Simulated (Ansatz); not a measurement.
The structure below was relaxed with PBE in Ansatz (plane waves to 420 eV, PAW, no spin-orbit coupling), earlier PAW set, at pressure 0.7 GPa.

Space group Pa-3 (No. 205); a = b = c = 5.3955 Å, α = β = γ = 90.00°

```
atom  site  symmetry       x       y       z
----  ----  --------  ------  ------  ------
Fe      4a      .-3.  0.0000  0.0000  0.0000
S       8c       .3.  0.3826  0.3826  0.3826
```

**Question.** Write out a cell with all atoms.

**Answer.** 
```xyz
12
Lattice="5.3955 0.0000 0.0000 0.0000 5.3955 0.0000 0.0000 0.0000 5.3955" Properties=species:S:1:pos:R:3 pbc="T T T"
Fe     0.0000     0.0000     0.0000
Fe     2.6978     2.6978     0.0000
Fe     0.0000     2.6978     2.6978
Fe     2.6978     0.0000     2.6978
S      2.0642     2.0642     2.0642
S      4.7619     0.6336     3.3314
S      3.3314     4.7619     0.6336
S      0.6336     3.3314     4.7619
S      3.3314     3.3314     3.3314
S      0.6336     4.7619     2.0642
S      2.0642     0.6336     4.7619
S      4.7619     2.0642     0.6336
```
This is the conventional cell.

Load acts through the strain it causes; cell and atoms are relaxed under it. Stability against distortions was not tested. All final runs are without spin polarisation. The cell was made from FeS2 (space group Pa-3, No. 205; non-magnetic) by this change: pressure 0.7 GPa.

Ansatz is an electronic-structure program.
